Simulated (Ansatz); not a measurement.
Quick settings and what they miss: Ti3Al (P-6m2, 4 atoms in the cell)

Self-consistent single point.

```yaml
crystal:
  lattice:
    - [2.92432, 0.00000, 0.00000]
    - [-1.46216, 2.53254, 0.00000]
    - [0.00000, 0.00000, 9.21621]
  atoms:
    - { symbol: Ti, position: [0.66667, 0.33333, 0.00000] }
    - { symbol: Ti, position: [0.33333, 0.66667, 0.75059] }
    - { symbol: Ti, position: [0.33333, 0.66667, 0.24941] }
    - { symbol: Al, position: [0.66667, 0.33333, 0.50000] }
```

Computed with PBEsol, harder PAW files (source: ansatz) made with PBE (plane waves; Ansatz, an electronic-structure program).

Base settings: basis.ecutwfc = 66.1 Ry; kpoints.mp_grid.grid = 17 17 5; hamiltonian.xc = pbesol; hamiltonian.pseudopotentials = {kind: paw, source: ansatz}; scf.occupations.method = gaussian; scf.occupations.width = 0.0073 Ry.

Tight run (finer mesh or higher cutoff; not a proven limit): basis.ecutwfc: 66.1 Ry → 92.6 Ry; kpoints.mp_grid.grid: 17 17 5 → 23 23 7; scf.convergence.dr2_threshold: default (1e-07 eV) → 1e-09 eV. It gave Fermi level (on the code's own zero) 12.16 eV; pressure -3.12 GPa; largest force (vector length) 0.067 eV/Å.

Quick runs, as changes from the base:
- A: the base itself
- B: basis.ecutwfc: 66.1 Ry → 33.1 Ry; kpoints.mp_grid.grid: 17 17 5 → 8 8 8; scf.convergence.dr2_threshold: default (1e-07 eV) → 0.001 eV
- C: basis.ecutwfc: 66.1 Ry → 46.3 Ry; kpoints.mp_grid.grid: 17 17 5 → 8 8 8; hamiltonian.xc: pbesol → lda; scf.occupations.method: gaussian → fermi_dirac; scf.occupations.width: 0.0073 Ry → 0.0367 Ry [LDA (PW92)]
- D: basis.ecutwfc: 66.1 Ry → 39.7 Ry; kpoints.mp_grid.grid: 17 17 5 → 1 1 1; hamiltonian.xc: pbesol → lda [LDA (PW92)]

Energies are extrapolated to zero smearing width, which holds to low order in the width alone.

Dashes: energy of C, D, another energy zero.

† marks runs with another functional, U, potentials or spin treatment: their distance from the tight run is not a convergence error alone.

The count of work is k-points × plane waves × bands × iterations; it is no time. 

Pressures in the table are Ansatz's without its Pulay estimate, at a fixed set of plane waves; the tight run's value above holds the estimate.

The starting cell comes from a database of computed structures (which also holds hypothetical and non-ambient phases and stackings), without a prior relaxation at this level. Its lattice was rescaled by a random factor within 2.5 % of one. Spin polarisation is off. In the base run, with a pressure of about -3 GPa the cell is away from its equilibrium volume at this level. The cutoff lies below the one recommended for these files.

```tsv
run	energy less tight (meV/atom)	pressure less tight (GPa)	largest miss in a force vector (eV/Å)	count of work / tight
A	0.7	0.00	0.001	0.19
B	520.4	-31.41	0.005	0.026
C†	–	-0.07	0.329	0.077
D†	–	17.21	0.083	0.0020
```

Among the runs at the tight run's level, the energy misses run from 0.7 to 520.4 meV/atom.

Left out of this page: 2 runs of the series unsound by tests on forces, stress, charge or solver warnings.

Keys are those of Ansatz 0.2.
